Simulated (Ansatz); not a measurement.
Defect migration in zinc-blende GaN: interstitial Zn, charge state +2. All values below come from PBE, PAW (plane waves to 420 eV; Ansatz, a quantum-chemistry and plane-wave program).

64-site cell at the relaxed PBE lattice, one k-point at (0.250, 0.250, 0.250), smearing 0.01 eV, spin-restricted, no finite-size correction. No zero-point or tunnelling terms. The host's phase is taken as given; its stability against other phases was not computed. The charge state is imposed; whether it is stable for some Fermi level was not computed. Sites that were not tried may lie lower.

Barriers: single points on a 2×2×2 k-point mesh shifted by half a step at the bands' geometries.

Relaxed starting cell (atoms counted from 1):

```
CELL_PARAMETERS angstrom
      9.09713     0.00000     0.00000
      0.00000     9.09713     0.00000
      0.00000     0.00000     9.09713
ATOMIC_POSITIONS crystal
  Ga 0.99688 0.99691 0.00217
  Ga 0.99854 0.99860 0.49815
  Ga 0.99873 0.50086 0.00042
  Ga 0.99694 0.50259 0.49652
  Ga 0.50094 0.99872 0.00043
  Ga 0.50261 0.99694 0.49649
  Ga 0.50301 0.50302 0.00255
  Ga 0.50084 0.50089 0.49836
  N  0.12201 0.12204 0.37028
  N  0.12375 0.12379 0.87541
  N  0.12443 0.62498 0.37418
  N  0.12238 0.62873 0.87702
  N  0.62498 0.12440 0.37415
  N  0.62873 0.12241 0.87703
  N  0.62501 0.62501 0.37429
  N  0.62521 0.62525 0.87487
  Ga 0.99597 0.24980 0.24923
  Ga 0.97780 0.24961 0.74915
  Ga 0.99860 0.74979 0.24934
  Ga 0.99596 0.74967 0.74936
  Ga 0.50364 0.24986 0.24937
  Ga 0.52172 0.24984 0.74938
  Ga 0.50114 0.74992 0.24949
  Ga 0.50361 0.74989 0.74950
  N  0.12238 0.37746 0.12828
  N  0.12380 0.37584 0.62334
  N  0.12439 0.87460 0.12453
  N  0.12203 0.87074 0.62157
  N  0.62522 0.37533 0.12478
  N  0.62872 0.37748 0.62192
  N  0.62503 0.87469 0.12460
  N  0.62496 0.87464 0.62399
  Ga 0.24981 0.99596 0.24917
  Ga 0.24949 0.97781 0.74922
  Ga 0.24988 0.50360 0.24941
  Ga 0.24982 0.52170 0.74941
  Ga 0.74979 0.99861 0.24933
  Ga 0.74968 0.99598 0.74941
  Ga 0.74990 0.50113 0.24948
  Ga 0.74982 0.50363 0.74945
  N  0.37745 0.12238 0.12828
  N  0.37582 0.12380 0.62335
  N  0.37532 0.62521 0.12483
  N  0.37743 0.62875 0.62195
  N  0.87463 0.12443 0.12454
  N  0.87074 0.12205 0.62159
  N  0.87471 0.62500 0.12457
  N  0.87461 0.62498 0.62394
  Ga 0.24986 0.24985 0.02127
  Ga 0.24966 0.24947 0.47738
  Ga 0.24991 0.74983 0.00318
  Ga 0.24979 0.74974 0.49555
  Ga 0.74982 0.24988 0.00317
  Ga 0.74965 0.24979 0.49553
  Ga 0.74992 0.74990 0.00067
  Ga 0.74977 0.74981 0.49820
  N  0.37733 0.37738 0.37059
  N  0.37642 0.37647 0.87599
  N  0.37516 0.87465 0.37419
  N  0.37736 0.87105 0.87691
  N  0.87465 0.37515 0.37420
  N  0.87105 0.37738 0.87691
  N  0.87455 0.87455 0.37411
  N  0.87466 0.87463 0.87472
  Zn 0.25014 0.25014 0.74974
```
Cell charge +2.

End state 1 differs by these moves (Å; atoms that move under 0.08 Å are left out):

| atom | element | Δx | Δy | Δz |
|---|---|---|---|---|
| 6 | Ga | -0.03 | -0.17 | 0.03 |
| 8 | Ga | -0.01 | 0.19 | 0.01 |
| 18 | Ga | 0.20 | 0.00 | 0.04 |
| 21 | Ga | -0.04 | 0.00 | -0.20 |
| 22 | Ga | -0.20 | 0.00 | 0.20 |
| 34 | Ga | -0.03 | 0.17 | 0.03 |
| 36 | Ga | -0.01 | -0.19 | 0.01 |
| 41 | N | -0.05 | 0.00 | -0.07 |
| 46 | N | 0.07 | 0.00 | 0.05 |
| 49 | Ga | -0.04 | 0.00 | -0.20 |
| 50 | Ga | -0.20 | 0.00 | 0.20 |
| 54 | Ga | 0.20 | 0.00 | 0.04 |
| 65 | Zn | 2.27 | 0.00 | -2.27 |

Problem. Predict the forward and backward barriers to end state 1 from PBE, PAW.

Solution. forward 1.45 eV, backward 1.45 eV; at the saddle point atom 65 has neighbours 3 Ga at 2.23, Ga at 2.45; N at 2.05, N at 2.06, N at 2.08, N at 2.50, N at 2.51, N at 2.53 Å. The program found a first-order saddle point.
